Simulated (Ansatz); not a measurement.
System: N-vacancy pair (N on one host C site, one C site vacant) in 4H silicon carbide (charge state +1). The step: one C atom jumps into the vacancy from a nearby C site (N-vacancy distance between ideal sites 3.09 Å throughout); the atom moves 2.98 Å along (0.96, 0.96, 0.00) of the unit cell; the moving atom starts with neighbours Si at 1.89, Si at 1.92, 2 Si at 1.93 Å and ends with Si at 1.89, Si at 1.92, 2 Si at 1.93 Å. A PBE band in Ansatz (plane-wave PAW, the Γ point alone, 72 host sites, 67 SCF runs with any check of the saddle's order, static, no finite-size correction) gives a forward barrier of 3.03 eV. The saddle point's order was not checked. The charge state is imposed; whether it is stable for some Fermi level was not computed. Forms of the defect that were not tried may lie lower. The start lies 0.44 eV above the lowest site run (PBE). The order of the sites in energy changes with the mesh.

Single points at the band's start and saddle point can refine it. Rough cost of one point, in units of the band's mean SCF on the same machine:

```json
[
 {"Level": "PBE, a 2×2×2 k-point mesh shifted by half a step along c", "Cost of one point": "about 7"},
 {"Level": "r2SCAN at 500 eV, the Γ point alone", "Cost of one point": "about 4"}
]
```

Task: Which of these move the barrier by more than 0.1 eV, and how far does each move it?

Result: PBE, a 2×2×2 k-point mesh shifted by half a step along c: +0.13 eV; r2SCAN at 500 eV, the Γ point alone: +0.28 eV. Each functional is compared with PBE at the same k-points.

Ansatz is a program for electronic structure.
